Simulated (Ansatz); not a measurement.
## Response to strain in MgSe

Consider MgSe in the rock salt structure (space group Fm-3m, No. 225; a = 5.4496 Å).

Strains are applied to the cell and any free atomic positions relax.

The values are results of PBEsol, PAW, 420 eV (Ansatz, an electronic-structure program; without spin-orbit coupling), not measurements.

Candidates:
(a) isotropic strain +2.00 %
(b) isotropic strain −2.00 %
(c) isotropic strain −3.00 %
(d) isotropic strain +1.50 %

Base values:

The band gap comes out as 1.78 eV.

**Question.** Order them by band gap, lowest first.

**Answer.** (a) isotropic strain +2.00 % (1.68 eV), (d) isotropic strain +1.50 % (1.71 eV), (b) isotropic strain −2.00 % (1.87 eV), (c) isotropic strain −3.00 % (1.92 eV)

No phonon test of stability was made.
